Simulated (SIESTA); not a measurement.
SIESTA run on MgI2 (P-3m1, 3 atoms in the cell): self-consistent single point.

Computed with SIESTA 5.4.2 with GGA PBE, numerical atomic orbitals DZP, PseudoDojo PBE standard norm-conserving potentials (rewritten from UPF to PSML).

The change in words: lattice scaled by 0.98. Reference geometry:
```yaml
crystal:
  lattice:
    - [2.08164, -3.60551, 0.00000]
    - [2.08164, 3.60551, 0.00000]
    - [0.00000, 0.00000, 6.88195]
  atoms:
    - { symbol: Mg, position: [0.00000, 0.00000, 0.00000] }
    - { symbol: I, position: [0.33333, 0.66667, 0.24200] }
    - { symbol: I, position: [0.66667, 0.33333, 0.75800] }
```

Reference input (self-consistent single point, DFT, GGA PBE, numerical atomic orbitals DZP, PseudoDojo PBE standard norm-conserving potentials (rewritten from UPF to PSML)): XC.functional = GGA; XC.authors = PBE; potentials = PseudoDojo PBE standard; PAO.BasisSize = DZP; PAO.EnergyShift = 0.005 Ry; MeshCutoff = 300 Ry; kgrid.MonkhorstPack = 5 5 3; OccupationFunction = FD; ElectronicTemperature = 0.01 eV; MaxSCFIterations = 150; SCF.Mixer.Method = Pulay; SCF.Mixer.Weight = 0.1. This run's input differs from it in these lines:

```diff
@@ -12,5 +12,5 @@
 %block LatticeVectors
-     2.081640000   -3.605506000    0.000000000
-     2.081640000    3.605506000    0.000000000
-     0.000000000    0.000000000    6.881952000
+     2.040007000   -3.533396000    0.000000000
+     2.040007000    3.533396000    0.000000000
+     0.000000000    0.000000000    6.744313000
 %endblock LatticeVectors
@@ -19,4 +19,4 @@
      0.000000000    0.000000000    0.000000000  1
-     2.081640000    1.201835357    1.665432384  2
-     2.081640000   -1.201835357    5.216519616  2
+     2.040007000    1.177798690    1.632123746  2
+     2.040007000   -1.177798690    5.112189254  2
 %endblock AtomicCoordinatesAndAtomicSpecies
```

Output, abridged:

```
        iscf     Eharris(eV)        E_KS(eV)     FreeEng(eV)     dDmax    Ef(eV) dHmax(eV)
   scf:    1    -2318.720361    -2321.815965    -2321.815965  1.674768 -2.741088  6.062441
   scf:    2    -2322.090826    -2321.961064    -2321.961064  0.011555 -3.035794  5.022372
   scf:    3    -2322.128278    -2322.120921    -2322.120921  0.039223 -4.132594  1.327041
   scf:    4    -2322.162356    -2322.149694    -2322.149694  0.017693 -4.698669  0.250715
   scf:    5    -2322.145970    -2322.148326    -2322.148326  0.009019 -4.892776  0.267076
   scf:    6    -2322.151312    -2322.150306    -2322.150306  0.007205 -4.835501  0.007679
   scf:    7    -2322.150296    -2322.150302    -2322.150302  0.000167 -4.836659  0.013171
   scf:    8    -2322.150312    -2322.150309    -2322.150309  0.000375 -4.834578  0.001212
   scf:    9    -2322.150310    -2322.150309    -2322.150309  0.000027 -4.834811  0.000183
   scf:   10    -2322.150309    -2322.150309    -2322.150309  0.000008 -4.834809  0.000001
SCF Convergence by DM+H criterion
max |DM_out - DM_in|         :     0.0000080338
max |H_out - H_in|      (eV) :     0.0000014705
SCF cycle converged after 10 iterations

Using DM_out to compute the final energy and forces

siesta: E_KS(eV) =            -2322.1503

siesta: E_KS - E_eggbox =     -2322.1503

siesta: Atomic forces (eV/Ang):
     1    0.000000   -0.000000    0.000000
     2    0.000000   -0.000101    0.684525
     3    0.000000    0.000101   -0.684525
   Tot    0.000000   -0.000000   -0.000000
   Max    0.684525
   Res    0.322688    sqrt( Sum f_i^2 / 3N )
   Max    0.684525    constrained

Stress tensor Voigt[x,y,z,yz,xz,xy] (kbar):      -40.92      -41.26      -45.54        0.01        0.00        0.00
(Free)E + p*V (eV/cell)    -2319.5667
Target enthalpy (eV/cell)    -2322.1503

   [... lines left out ...]
siesta: FreeEng =     -2322.150309
   [... lines left out ...]
siesta:    -0.025541    0.000000    0.000000
siesta:     0.000000   -0.025752    0.000003
siesta:     0.000000    0.000003   -0.028427

siesta: Cell volume =         97.228074 Ang**3

siesta: Pressure (static):
siesta:                Solid            Molecule  Units
siesta:           0.00028942          0.00037838  Ry/Bohr**3
siesta:           0.02657318          0.03474101  eV/Ang**3
siesta:          42.57492278         55.66124079  kBar
```

The run converged in 10 iterations. Against the reference run the free energy goes up by 36.9 meV/atom, the pressure goes from 1.72 to 4.26 GPa, the largest force goes from 0.305 to 0.685 eV/Å and the gap on the mesh goes from 3.629 to 3.687 eV.

The starting cell has typed, rounded lattice constants, without a prior relaxation at this level. Its lattice was rescaled by a random factor within 2.5 % of one. For this run, on top of that: lattice scaled by 0.98. Spin-orbit coupling is off. Values carry the incompleteness of an atom-centred basis. With a pressure of about 4 GPa the cell is away from its equilibrium volume at this level.
